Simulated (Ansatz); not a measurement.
The reference is HfO2 in the fluorite structure (space group Fm-3m, No. 225).

```yaml
crystal:
  lattice:
    - [0.00000, 2.52188, 2.52188]
    - [2.52188, 0.00000, 2.52188]
    - [2.52188, 2.52188, 0.00000]
  atoms:
    - { symbol: Hf, position: [0.00000, 0.00000, 0.00000] }
    - { symbol: O, position: [0.25000, 0.25000, 0.25000] }
    - { symbol: O, position: [0.75000, 0.75000, 0.75000] }
```

Method: PBEsol, PAW, 420 eV (Ansatz, a quantum-chemistry and plane-wave program; scalar-relativistic without spin-orbit coupling).

Strains are applied to the cell and any free atomic positions relax.

One change was made to it. Results:

| quantity | base | after |
|---|---|---|
| mean gap deformation potential ΔEg/Δln V | – | -2.2 eV |
| width of the top valence band | 1.88 eV | 1.92 eV |
| energy relative to the base (free energy F) | 0 meV/atom | +8.2 meV/atom |

Which of these changes matches the shifts?
A. isotropic strain +1.50 %
B. isotropic strain −3.00 %
C. isotropic strain −1.00 %
D. isotropic strain +3.00 %

C, isotropic strain −1.00 %. For comparison, the energy relative to the base in the other runs: isotropic strain +1.50 % gives +17 meV/atom; isotropic strain +3.00 % gives +65 meV/atom; isotropic strain −3.00 % gives +79 meV/atom.

With Hf present, leaving out spin-orbit coupling can change the band edges. Whether these cells are dynamically stable was not tested. This is not the structure that HfO2 has at room temperature and ambient pressure.
